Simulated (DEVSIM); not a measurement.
Structure: Pt/SiO2/n-Ge capacitor, at 250 K.

| layer (left to right) | material | thickness (nm) | Nd (cm⁻³) |
|---|---|---|---|
| 1 | SiO2 | 2.60 | - |
| 2 | Ge | 3600 | 2.7e16 |

Metal gate on the left, work function 5.6 eV. Fixed charge at the semiconductor interface 0 cm⁻² (in units of +e); interface traps 8e10 cm⁻² eV⁻¹, uniform in energy, neutral level at 0.5 of the gap above the valence band.

This is a model device: material constants are rounded textbook-type values typed into the input, and sizes, dopings and lifetimes were drawn at random. Values at 300 K; Nc and Nv go as T^1.5, mobilities as T to minus their exponent, the gap by Varshni's rule with the affinity fixed.

| parameter | SiO2 | Ge |
|---|---|---|
| gap (eV) | 9 | 0.664 |
| affinity (eV) | 0.9 | 4 |
| permittivity | 3.9 | 16 |
| Nc (cm⁻³) | - | 1.04e19 |
| Nv (cm⁻³) | - | 6e18 |
| Varshni α (eV/K) | - | 0.000477 |
| Varshni β (K) | - | 235 |

DEVSIM, 1D Poisson equation in equilibrium, Boltzmann statistics, complete ionisation; no quantum confinement or tunnelling. Metal contacts follow the ideal Schottky-Mott rule: no Fermi-level pinning, no interface dipoles.

Base results: capacitance of the dielectric stack (μF/cm²) 1.33; minimum of the low-frequency capacitance (μF/cm²) 0.101; threshold voltage (band bending 2φF) (V) 0.97; flat-band voltage (V) 1.48.

### Question
What follows from this one change: temperature 250 → 500 K?

### Answer
capacitance of the dielectric stack little changed (1.33 μF/cm²); minimum of the low-frequency capacitance 0.101 → 0.355 μF/cm²; threshold voltage (band bending 2φF) 0.97 → 1.25 V; flat-band voltage 1.48 → 1.32 V.

### Question
What follows from this one change: fixed charge 0 → 9.15e+11 cm^-2?

### Answer
capacitance of the dielectric stack little changed (1.33 μF/cm²); minimum of the low-frequency capacitance little changed (0.101 μF/cm²); threshold voltage (band bending 2φF) 0.97 → 0.86 V; flat-band voltage 1.48 → 1.37 V.

### Question
What follows from this one change: SiO2 thickness 0.0026 → 0.0031 μm?

### Answer
capacitance of the dielectric stack 1.33 → 1.11 μF/cm²; minimum of the low-frequency capacitance little changed (0.0993 μF/cm²); threshold voltage (band bending 2φF) 0.97 → 0.96 V; flat-band voltage little changed (1.48 V).
